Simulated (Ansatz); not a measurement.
## Hypothetical P4_2/mnm BP: pressure series

The reference is BP (space group P4_2/mnm, No. 136; a = 5.532 Å, c = 3.187 Å; a hypothetical phase, not in the database extracts checked).

Cell and atoms are relaxed at each pressure.

Computed with plane-wave PAW DFT at the PBEsol level (Ansatz, a quantum-chemistry and plane-wave program, 420 eV), spin-orbit coupling left out.

| P (GPa) | V (Å³/atom) |
|---|---|
| -1.99 | 12.356 |
| -0.99 | 12.273 |
| 0.30 | 12.170 |
| 0.70 | 12.139 |
| 1.50 | 12.079 |
| 2.99 | 11.969 |
| 4.99 | 11.829 |
| 7.48 | 11.663 |

Question: Fit a third-order Birch–Murnaghan equation of state.

Answer: Least squares on P(V) = (3B₀/2)[(V₀/V)^(7/3) − (V₀/V)^(5/3)]·[1 + (3/4)(B₀′ − 4)((V₀/V)^(2/3) − 1)] gives V₀ = 12.19 Å³/atom, B₀ = 155 GPa and B₀′ = 3.7.

Between the base and pressure 7.5 GPa the gap moves from 0.26 eV to 0.09 eV, a mean slope of -23 meV/GPa.

Load acts through the strain it causes; cell and atoms are relaxed under it. Whether these cells are dynamically stable was not tested. Competing high-pressure phases were not computed. The zero or small gap of BP can change with the level of theory.
